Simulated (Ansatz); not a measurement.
Where the default PAW files enter, the runs use the earlier of Ansatz's two default sets.

# Evanescent states of CdS (P6_3mc, wurtzite, 4 atoms a cell, 25.5 Å³ an atom) along the normal of (110)

These are r2SCAN (plane waves, PAW; Ansatz, a quantum-chemistry and plane-wave program) values and carry that method's errors.

The gap is the functional's own. No spin-orbit coupling. Mid-gap values are interpolated on the energy grid.

Energies count from the valence-band top; κ is the least over a 6×4 mesh across the current.

| E (eV) | κ (1/Å) | where |
|---|---|---|
| 0.04 | 0.043 | Γ |
| 0.14 | 0.071 | Γ |
| 0.23 | 0.089 | Γ |
| 0.32 | 0.102 | Γ |
| 0.41 | [?] | Γ |
| 0.49 | [?] | Γ |
| 0.58 | [?] | Γ |
| 0.68 | [?] | Γ |
| 0.77 | [?] | Γ |
| 0.85 | [?] | Γ |
| 0.94 | [?] | Γ |
| 1.03 | [?] | Γ |
| 1.12 | [?] | Γ |
| 1.22 | [?] | Γ |
| 1.30 | 0.102 | Γ |
| 1.40 | 0.089 | Γ |
| 1.49 | 0.071 | Γ |
| 1.57 | 0.041 | Γ |

Question: Complete the blanks.

Answer: 
- 0.41, κ (1/Å): 0.111
- 0.49, κ (1/Å): 0.118
- 0.58, κ (1/Å): 0.123
- 0.68, κ (1/Å): 0.126
- 0.77, κ (1/Å): 0.128
- 0.85, κ (1/Å): 0.128
- 0.94, κ (1/Å): 0.127
- 1.03, κ (1/Å): 0.123
- 1.12, κ (1/Å): 0.118
- 1.22, κ (1/Å): 0.111
